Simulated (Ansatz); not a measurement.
Consider NaLaO$_{2}$ (space group R-3m, No. 166; a = 3.6459 Å, c = 16.5807 Å (hexagonal axes); a model cell, its experimental status unchecked). Axes: x lies along a and z along c of the hexagonal cell.

The values are results of PBEsol (Ansatz, an electronic-structure program, PAW, no SOC), not measurements.

Strains are applied to the cell and any free atomic positions relax.

One change was made to it. Results:

| quantity | base | after |
|---|---|---|
| energy relative to the base (free energy F) | 0 meV/atom | +16 meV/atom |
| band gap | 3.92 eV | 3.66 eV |
| pressure (mean of the normal stresses, compression positive) | 0.00 GPa | -3.63 GPa |

Name the change that was made.
(A) isotropic strain −0.58 %
(B) tensor shear ε_xz = +2.11 %
(C) isotropic strain +1.93 %
(D) uniaxial strain ε_zz = +0.51 %
(E) uniaxial strain ε_yy = +4.29 %

E, uniaxial strain ε_yy = +4.29 %. For comparison, the energy relative to the base in the other runs: tensor shear ε_xz = +2.11 % gives +2.1 meV/atom; isotropic strain −0.58 % gives +1.2 meV/atom; uniaxial strain ε_zz = +0.51 % gives +0.1 meV/atom; isotropic strain +1.93 % gives +12 meV/atom.

Whether these cells are dynamically stable was not tested.
